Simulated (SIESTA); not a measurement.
Band structure of Tc3Sn (P-6m2, 4 atoms in the cell).

```yaml
crystal:
  lattice:
    - [2.88246, 0.00000, 0.00000]
    - [-1.44123, 2.49629, 0.00000]
    - [0.00000, 0.00000, 8.45992]
  atoms:
    - { symbol: Tc, position: [0.00000, 0.00000, 0.50000] }
    - { symbol: Tc, position: [0.33333, 0.66667, 0.26178] }
    - { symbol: Tc, position: [0.33333, 0.66667, 0.73822] }
    - { symbol: Sn, position: [0.00000, 0.00000, 0.00000] }
```

Method: GGA PBEsol, numerical atomic orbitals DZP, PseudoDojo PBEsol standard norm-conserving potentials (rewritten from UPF to PSML) in SIESTA.

Settings: XC.functional = GGA; XC.authors = PBEsol; potentials = PseudoDojo PBEsol standard; PAO.BasisSize = DZP; PAO.EnergyShift = 0.01 Ry; MeshCutoff = 350 Ry; kgrid.MonkhorstPack = 12 12 4; OccupationFunction = FD; ElectronicTemperature = 0.05 eV; MaxSCFIterations = 150; SCF.Mixer.Method = Pulay; SCF.Mixer.Weight = 0.25; SCF.Mixer.History = 6; SCF.DM.Tolerance = 1.0E-04.

The starting cell comes from a database of computed structures (which also holds hypothetical and non-ambient phases and stackings), without a prior relaxation at this level. Its lattice was rescaled by a random factor within 2.5 % of one. Spin polarisation is off. Values carry the incompleteness of an atom-centred basis.

Levels in eV from the Fermi level, bands 26 to 31:
| point | 26 | 27 | 28 | 29 | 30 | 31 |
|---|---|---|---|---|---|---|
| Γ | -2.11 | -1.26 | -1.26 | -0.61 | -0.21 | -0.21 |
| M | -1.97 | -0.82 | -0.55 | -0.01 | 1.91 | 1.95 |
| K | -2.35 | -2.07 | -1.72 | 0.16 | 0.67 | 0.90 |
| A | -2.12 | -1.23 | -1.23 | -0.59 | -0.32 | -0.32 |
| L | -1.06 | -0.54 | -0.45 | -0.37 | 1.43 | 1.98 |
| H | -2.25 | -2.17 | -1.74 | -0.25 | 0.24 | 1.15 |

Bands cross the Fermi level along this path, so the cell is metallic at this level.

Higher empty bands are left out: an atom-centred basis made for the valence describes them poorly.
